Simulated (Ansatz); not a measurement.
KI under a change: I → Rh

Start from KI in the CsCl type structure (space group Pm-3m, No. 221; a = 4.2919 Å; a model cell, its experimental status unchecked).

One thing is altered: full substitution I → Rh, then cell and atoms are relaxed.

Method: r2SCAN/PAW in Ansatz (an electronic-structure program), scalar-relativistic without spin-orbit coupling. Settings: 13×13×13 k-points, 0.05 eV Fermi–Dirac smearing, for the changed cell.

The volume per atom shrinks by 16.66 Å³ to 22.87 Å³ and the density increases by 1.67 g/cm³ (3.49 g/cm³ → 5.16 g/cm³). The lattice parameter a shrinks by 1.353 bohr to 6.758 bohr and the space group remains Pm-3m (No. 221). The band gap goes from 4.04 eV to zero.

Cost of the whole job for the changed cell (relaxation, final SCF and bands): about 60 core-seconds (a rough figure).

With I present, leaving out spin-orbit coupling can change the band edges. No phonon test of stability was made. As relaxed here, KRh is a hypothetical phase, not in the database extracts checked. The final runs are not spin-polarised. KRh has a high density of states at the Fermi level and may be magnetic at this level. This is not the structure that KI has at room temperature and ambient pressure.
